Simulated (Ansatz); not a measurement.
# Hypothetical zinc blende VSb under a change: pressure 60 GPa

The reference is VSb in the zinc blende structure (space group F-43m, No. 216; a = 6.2084 Å; ferromagnetic; a hypothetical phase, not in the database extracts checked).

Now apply this change: cell and atoms relaxed at a pressure of 60 GPa.

All numbers come from Ansatz (a first-principles code) r2SCAN, scalar-relativistic without spin-orbit coupling. Settings: 13×13×13 k-points, 0.05 eV Fermi–Dirac smearing.

| quantity | base | changed | shift |
|---|---|---|---|
| volume per atom | 29.91 Å³ | 18.81 Å³ | -11.10 Å³ |
| density | 4.79 g/cm³ | 7.62 g/cm³ | +2.83 g/cm³ |
| lattice parameter a | 6.208 Å | 5.319 Å | -0.889 Å |
| shortest interatomic distance | 2.688 Å | 2.303 Å | -0.385 Å |
| enthalpy H = E + PV relative to the base's energy | – | +8.44 eV/atom | – |
| band gap | zero | zero | – |
| magnetic state | ferromagnetic | ferromagnetic | – |
| largest site moment | 2.12 μB | 1.68 μB | -0.44 μB |

Other magnetic orders, which the real material may have, were not ruled out. Spin-orbit coupling, missing from the scalar runs, can matter with Sb. Load acts through the strain it causes; cell and atoms are relaxed under it. Whether these cells are dynamically stable was not tested. Competing high-pressure phases were not computed.
